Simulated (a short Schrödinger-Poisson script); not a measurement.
Structure: MOS inversion layer, HfO2 on p-type Si(110), at 300 K.

From the gate side: 12.3 nm HfO2; 1200 nm Si, acceptors 3e16 cm⁻³.

The device is made up for the run: typed textbook-type constants, with dimensions and the other settings drawn at random. HfO2: permittivity 22, conduction-band edge (eV) 1.55, gap (eV) 5.7, electron mass (mₑ) 0.2. Si: permittivity 11.7, conduction-band edge (eV) 0, gap (eV) 1.124, Nv at 300 K (cm⁻³) 3.1e19.

Channel valleys (confinement mass, in-plane density-of-states mass, number): Δ4 0.315, 0.324, 4; Δ2 0.19, 0.417, 2. At the gate the conduction-band edge of layer 1 lies 1.73 eV − eVg above the Fermi level of the channel; the field vanishes at the back. Gaps are held at their typed values at every temperature. Mesh 0.03 nm at interfaces.

Solved with a short Schrödinger-Poisson script written for these runs: 1D Poisson equation in equilibrium, electrons quantum, Hartree (BenDaniel-Duke, 12 states a valley, the channel's in-plane mass for all, wave functions ending at the dielectric), parabolic valleys, classical holes, full ionisation, no traps, pinning or gate leakage.

| Vg (V) | electrons (cm⁻²) | C (μF/cm²) | Δ4 E0 (meV from the Fermi level) | Δ2 E0 (meV from the Fermi level) |
|---|---|---|---|---|
| 0.1 | 2.04e10 | 0.156 | 186.4 | 195.2 |
| 0.2 | 2.38e11 | 0.632 | 121.4 | 131.4 |
| 0.3 | 7.23e11 | 0.905 | 90.6 | 102.7 |
| 0.4 | 1.33e12 | 1.03 | 73.0 | 87.2 |
| 0.5 | 1.99e12 | 1.10 | 60.9 | 77.2 |
| 0.6 | 2.69e12 | 1.14 | 51.6 | 69.9 |
| 0.7 | 3.41e12 | 1.18 | 44.1 | 64.3 |
| 0.8 | 4.16e12 | 1.20 | 37.8 | 59.8 |
| 0.9 | 4.91e12 | 1.22 | 32.4 | 56.0 |
| 1 | 5.68e12 | 1.24 | 27.5 | 52.8 |
| 1.1 | 6.46e12 | 1.25 | 23.1 | 50.0 |
| 1.2 | 7.25e12 | 1.27 | 19.1 | 47.6 |
| 1.3 | 8.04e12 | 1.28 | 15.5 | 45.4 |
| 1.4 | 8.84e12 | 1.29 | 12.0 | 43.4 |
| 1.5 | 9.64e12 | 1.29 | 8.8 | 41.6 |
| 1.6 | 1.05e13 | 1.30 | 5.8 | 39.9 |
| 1.7 | 1.13e13 | 1.31 | 2.9 | 38.4 |
| 1.8 | 1.21e13 | 1.31 | 0.2 | 37.0 |

Gate voltages with under 1e9 electrons/cm² are left out.

**Question.** At Vg = 1.8 V the lowest Δ4 subband lies at 0.2 meV from the Fermi level. How many electrons does it hold, and what share of all?

**Answer.** The two-dimensional density of states is g m/(πħ²) = 5.41e11 cm⁻² meV⁻¹ (both spins), kT = 25.9 meV, so n = D kT ln(1 + exp(−E/kT)) = 9.66e12 cm⁻², 0.80 of the 1.21e13 cm⁻² in all.

**Question.** Compare the slope of the sheet density between 1.6 and 1.8 V with the geometric capacitance of the layers between gate and channel.

**Answer.** q Δn/ΔV = 1.28 μF/cm²; ε0/Σ(t/ε) = 1.58 μF/cm². The ratio is 0.81: the channel acts as a further capacitance in series.
